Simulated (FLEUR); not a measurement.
Band structure of K3Al (Pm-3m, 4 atoms in the cell).

```xyz
4
Lattice="5.7719 0.0000 0.0000 0.0000 5.7719 0.0000 0.0000 0.0000 5.7719" Properties=species:S:1:pos:R:3 pbc="T T T"
K      0.0000     2.8859     2.8859
K      2.8859     0.0000     2.8859
K      2.8859     2.8859     0.0000
Al     0.0000     0.0000     0.0000
```

Computed with PBEsol, all-electron FLAPW (FLEUR), scalar-relativistic valence.

Settings: Kmax = 3.8 1/bohr; GmaxXC = 15.2 1/bohr; xcFunctional = PBEs; jspins = 1; l_soc = F; mode = hist; fermiSmearingEnergy = 0.00183747 Htr; mesh (inpgen div1-3) = 5 5 5; inpgen gamma flag = false; Gmax = 15.2 1/bohr; numbands = 0; maxIterBroyd = 15; imix = Anderson; alpha = 0.05.

The starting cell comes from a database of computed structures (which also holds hypothetical and non-ambient phases and stackings), without a prior relaxation at this level. Values depend on the basis (sphere radii, cutoffs, local orbitals), which need not be converged.

Levels in eV from the Fermi level, bands 12 to 19:
| point | 12 | 13 | 14 | 15 | 16 | 17 | 18 | 19 |
|---|---|---|---|---|---|---|---|---|
| Γ | -15.06 | -4.58 | -0.63 | 0.62 | 0.62 | 0.62 | 1.60 | 1.60 |
| X | -15.07 | -4.23 | -1.62 | 0.55 | 0.55 | 0.90 | 1.68 | 2.33 |
| M | -15.02 | -4.03 | -0.86 | -0.86 | 0.03 | 0.58 | 2.82 | 2.96 |
| R | -15.02 | -3.97 | -0.19 | -0.19 | -0.19 | 0.91 | 0.91 | 0.91 |
